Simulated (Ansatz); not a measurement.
Start from ZnSe in the zinc blende structure (space group F-43m, No. 216).

```xyz
2
Lattice="0.0000 2.8330 2.8330 2.8330 0.0000 2.8330 2.8330 2.8330 0.0000" Properties=species:S:1:pos:R:3 pbc="T T T"
Se     4.2496     4.2496     4.2496
Zn     0.0000     0.0000     0.0000
```

The values are results of r2SCAN, PAW, 500 eV (Ansatz, a quantum-chemistry and plane-wave program; spin-orbit coupling left out), earlier PAW set, not measurements.

Carriers are added at fixed cell with a uniform background; the Fermi–Dirac width is that of 300 K.

One change was made to it. Results:

| quantity | base | after |
|---|---|---|
| Fermi level relative to the doped band's edge (positive inside the band; to 0.05 eV) | – | +0.30 eV |
| gap between the host's bands | 1.86 eV | 1.92 eV |
| gap character | direct at Γ | direct at Γ |

**Question.** Which change produced these results?
(A) holes 1.0×10^22 cm⁻³
(B) holes 5.0×10^21 cm⁻³
(C) holes 2.0×10^21 cm⁻³
(D) electrons 1.0×10^21 cm⁻³

**Answer.** C, holes 2.0×10^21 cm⁻³. For comparison, the gap between the host's bands in the other runs: holes 1.0×10^22 cm⁻³ gives 2.13 eV; holes 5.0×10^21 cm⁻³ gives 2.00 eV; electrons 1.0×10^21 cm⁻³ gives 1.84 eV.

Charged cell with a jellium background: band edges are those of the host's band count, energies are not comparable with the neutral cell, and many-body gap narrowing is missing. Stability against distortions was not tested.
